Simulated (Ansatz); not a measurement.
Defect: O vacancy in anatase TiO2 with all lengths changed by +1 %, charge state +2. Level of theory: PBE, PAW (plane waves to 420 eV; Ansatz, a program for electronic structure).

Cell of 108 host sites held at the strained lattice (strain from the relaxed PBE one, atoms relaxed); the Γ point alone; Fermi-Dirac width 0.01 eV, spin-restricted; finite-size errors left in. No zero-point or tunnelling terms. The charge state is imposed; whether it is stable for some Fermi level was not computed. Forms of the defect that were not tried may lie lower.

Barriers: single points on a 2×2×2 k-point mesh shifted by half a step at the bands' geometries.

The step: one O atom jumps into the vacancy from a nearby O site (strongly reconstructed ends). Atoms about the jump, Cartesian Å from the middle of the jump, before and after:

```
atom     x0     y0     z0     x1     y1     z1
----  -----  -----  -----  -----  -----  -----
O1     0.97  -0.93  -0.45  -0.97   0.93   0.45
Ti2   -0.91  -1.33  -0.18  -1.13  -1.00   0.12
O3    -0.91  -1.00   1.82  -0.92  -1.01   2.04
O4    -0.90  -1.10  -2.10   0.05  -1.00  -1.26
Ti5   -0.91   0.69   2.57  -0.92   0.96   2.43
Ti6    1.04  -0.96  -2.49   1.23  -1.01  -2.63
O7     1.03   2.90  -0.51   1.01   2.81  -0.46
O8     2.92   0.92   0.40   2.86   0.87   0.40
O9    -0.91   1.88   1.20  -0.88   2.85   2.01
O10    2.93  -1.03  -2.03   2.93  -1.00  -1.88
O11    1.03   0.84   2.90   1.01   0.92   2.83
O12    1.02   0.92  -2.89   1.08   0.93  -2.96
Ti13   2.93  -1.01  -0.02   3.26  -1.00   0.12
Ti14  -0.91   3.05  -0.18  -0.89   2.85  -0.03
O15   -0.90  -3.04   0.29  -0.97  -2.94   0.45
O16   -2.78  -0.93  -0.46  -2.82  -1.01  -0.63
```

**Question.** Predict the transition state.

**Answer.** 
```csv
atom,x,y,z
O1,0.16,0.05,-0.02
Ti2,-1.03,-1.15,-0.03
O3,-1.13,-1.02,2.02
O4,-0.91,-1.23,-2.08
Ti5,-0.84,0.77,2.58
Ti6,0.88,-0.96,-2.64
O7,1.03,2.89,-0.48
O8,3.00,0.92,0.42
O9,-0.91,2.36,1.62
O10,2.48,-1.02,-1.69
O11,1.05,0.82,2.88
O12,0.94,0.94,-2.94
Ti13,3.16,-0.98,0.01
Ti14,-0.88,3.05,-0.07
O15,-0.71,-2.98,0.42
O16,-2.87,-0.82,-0.48
```
It lies 1.16 eV above the start and 1.16 eV above the end. The saddle point's order was not checked, and it lies on a symmetry element of the cell, where a band can be held.
